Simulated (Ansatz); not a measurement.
B20 (FeSi-type) MnSi, treated with PBEsol (Ansatz, a first-principles code, plane waves, PAW).

Numerical settings: plane-wave cutoff 520 eV, 12×12×12 k mesh, Fermi–Dirac smearing 0.05 eV, spin-polarised with parallel moments, scalar-relativistic PAW data made under PBE.

The cell is scaled about its equilibrium volume:

Shape and atoms are relaxed at each volume.

```csv
V (Å³/atom),P (GPa),moment (μB per cell of 8 atoms)
10.720,9.78,3.24
10.944,4.62,3.43
11.167,-0.01,3.61
11.390,-4.19,3.75
11.614,-7.97,3.85
```

Note: the collinear magnetic order is the start's and need not be the measured one; the bulk modulus comes from volumes at which shape and atoms were relaxed.
